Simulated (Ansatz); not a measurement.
Ansatz (a quantum-chemistry and plane-wave program) run on ScPt3 (P4mm, 4 atoms in the cell): self-consistent single point.

Method: PBEsol, default PAW files made with PBE (plane waves; Ansatz).

```yaml
crystal:
  lattice:
    - [3.96432, 0.00000, 0.00000]
    - [0.00000, 3.96432, 0.00000]
    - [0.00000, 0.00000, 3.96432]
  atoms:
    - { symbol: Sc, position: [0.00000, 0.00000, 0.01261] }
    - { symbol: Pt, position: [0.50000, 0.50000, 0.00000] }
    - { symbol: Pt, position: [0.00000, 0.50000, 0.50000] }
    - { symbol: Pt, position: [0.50000, 0.00000, 0.50000] }
```

Reference input (self-consistent single point, DFT, PBEsol, plane waves, default PAW files made with PBE): basis.ecutwfc = 420 eV; kpoints.mp_grid.grid = 8 8 8; hamiltonian.xc = pbesol; hamiltonian.pseudopotentials = {kind: paw} (the program's default PAW files); scf.occupations.method = fermi_dirac; scf.occupations.width = 0.1 eV. This run's input differs from it in these lines:

Ansatz 0.2 input:
```diff
@@ -14,3 +14,3 @@
   mp_grid:
-    grid: [8, 8, 8]
+    grid: [5, 5, 5]
 hamiltonian:
```

Log, with long lists cut:

```
SCF iter   1: F=—  HF=-39267.129513 eV  |F-HF|=—  |Δ(HF+E_count)|=         —  Δρ=6.31e-3  dr2=2.33e-2  ethr=1.77e-3  ⟨swp⟩=4.9  Hψ=2158  notcnv=0
all-band conjugate gradients solve this SCF's bands
preconditioner: auto → Kerker (q_TF=auto, 2.748 Å⁻¹)
SCF iter   2: F=—  HF=-39267.128510 eV  |F-HF|=—  |Δ(HF+E_count)|=   1.00e-3  Δρ=3.29e-3  dr2=6.34e-3  ethr=3.58e-5  ⟨swp⟩=2.1  Hψ=1059  notcnv=0
SCF iter   3: F=—  HF=-39267.127401 eV  |F-HF|=—  |Δ(HF+E_count)|=   1.11e-3  Δρ=5.74e-4  dr2=3.22e-4  ethr=9.75e-6  ⟨swp⟩=2.4  Hψ=1016  notcnv=0
SCF iter   4: F=—  HF=-39267.127333 eV  |F-HF|=—  |Δ(HF+E_count)|=   6.84e-5  Δρ=1.36e-4  dr2=2.52e-5  ethr=4.95e-7  ⟨swp⟩=2.3  Hψ=946  notcnv=0
SCF iter   5: F=—  HF=-39267.127353 eV  |F-HF|=—  |Δ(HF+E_count)|=   2.00e-5  Δρ=3.24e-5  dr2=4.75e-7  ethr=3.88e-8  ⟨swp⟩=2.0  Hψ=973  notcnv=0
SCF iter   6: F=-39267.127353 eV  HF=-39267.127353 eV  |F-HF|=2.98e-8  |Δ(HF+E_count)|=   4.21e-8  Δρ=8.19e-6  dr2=4.92e-8  ethr=1.54e-10  ⟨swp⟩=5.0  Hψ=2573  notcnv=0
SCF 1 converged in 6 iterations: F = -39267.127353 eV  dr2 = 4.92e-8
Free energy (F): -39267.127353 eV
Internal energy: -39267.049872 eV  (E = F + TS)
E sigma→0 (E₀):  -39267.088612 eV
Entropy (-TS):   -0.077481 eV (-19.370 meV/atom)
Fermi energy:    20.575206 eV
--- Forces (eV/Å), atoms counted from 1 ---
  atom   1  Sc    -0.00000000     0.00000000    -0.37288279
  atom   2  Pt     0.00000000     0.00000000     0.02067348
  atom   3  Pt     0.00000000     0.00000000     0.17609443
  atom   4  Pt     0.00000000     0.00000000     0.17609443
--- Stress (GPa, compression-positive) ---
       -1.494324       0.000000       0.000000
        0.000000      -1.494324       0.000000
        0.000000       0.000000      -1.449328
  P = ⅓ Tr σ = -1.4793 GPa (-14.793 kbar)
  The stress holds the Pulay correction. Without it, at fixed plane waves, as pw.x and ABINIT print it: P = -1.5312 GPa
```

The run converged in 6 iterations. Against the reference run the free energy falls by 4.2 meV/atom, the pressure goes from -1.80 to -1.48 GPa and the largest force hardly changes (0.382 to 0.373 eV/Å).

The starting cell comes from a database of computed structures (which also holds hypothetical and non-ambient phases and stackings), without a prior relaxation at this level. Its lattice was rescaled by up to half a per cent. One atom was moved a little off its site on purpose. Spin polarisation is off. Ansatz's pressure includes its estimate of the finite-basis (Pulay) stress.
